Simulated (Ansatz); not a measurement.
**SiS2: pressure series**

Consider SiS₂ (space group Ibam, No. 72; a = 6.0185 Å, b = 9.3955 Å, c = 5.5448 Å; made of chains).

Cell and atoms are relaxed at each pressure.

Level of theory: PBEsol/PAW in Ansatz (a program for electronic structure), no spin-orbit coupling.

Candidates:
(a) pressure 2.1 GPa
(b) pressure 0.9 GPa
(c) pressure 15 GPa
(d) pressure 9 GPa

Before the change:

```
Item       Result
--------  -------
Band gap  2.80 eV
```

Question: Order them by band gap, lowest first.

Answer: (c) pressure 15 GPa (1.45 eV), (d) pressure 9 GPa (2.04 eV), (a) pressure 2.1 GPa (2.37 eV), (b) pressure 0.9 GPa (2.55 eV)

Load acts through the strain it causes; cell and atoms are relaxed under it. Stability against distortions was not tested. Competing high-pressure phases were not computed. No dispersion term is included in the PBEsol runs.
